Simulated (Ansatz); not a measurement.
**Question.** Name crystals whose electron conductivity mass lies between 0.21 and 0.32 mₑ and whose band gap lies between 1.67 and 2.6 eV, by PBEsol, rigid bands in Ansatz (a first-principles code).

**Answer.** Many crystals can fit; among those computed here:
- Na₂S (Fm-3m): 0.29 mₑ, 2.43 eV
- CsCdCl3 (Pm-3m): 0.25 mₑ, 1.68 eV
- MgSe (Fm-3m): 0.29 mₑ, 1.78 eV

Masses are for dilute carriers at 300 K, harmonic means over directions unless an axis is named. Spin-orbit coupling is left out.

Formula and space group known from diffraction (Crystallography Open Database), not checked to be the room-temperature form: CsCdCl3 (Pm-3m), Na2S (Fm-3m).
